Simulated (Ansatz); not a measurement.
The reference is GaAs in the zinc blende structure (space group F-43m, No. 216; a = 5.746 Å).

(Cell as relaxed with PBE.)

Levels (all Ansatz, a first-principles code, PAW): PBE (420 eV, no SOC); PBEsol (420 eV, scalar-relativistic without spin-orbit coupling).

Each level relaxes its own structure.

| quantity | PBE | PBEsol |
|---|---|---|
| volume per atom | 23.71 Å³ | [?] |
| lattice parameter a | 574.6 pm | [?] |
| band gap | 0.16 eV | [?] |
| gap character | direct at Γ | [?] |

### Question
Given the PBE results, estimate those of PBEsol.

### Answer

- volume per atom, PBEsol: 22.65 Å³
- lattice parameter a, PBEsol: 565.9 pm
- band gap, PBEsol: 0.42 eV
- gap character, PBEsol: direct at Γ

PBE's volume per atom lies 1.06 Å³ above PBEsol's (4.7 %); PBE's lattice parameter a lies 8.7 pm above PBEsol's (1.5 %); PBE's band gap lies 0.26 eV below PBEsol's; the two agree on the gap character. Neither level is exact; PBEsol is the comparison here, not a measurement.

Whether these cells are dynamically stable was not tested. The zero or small gap of GaAs can change with the level of theory.
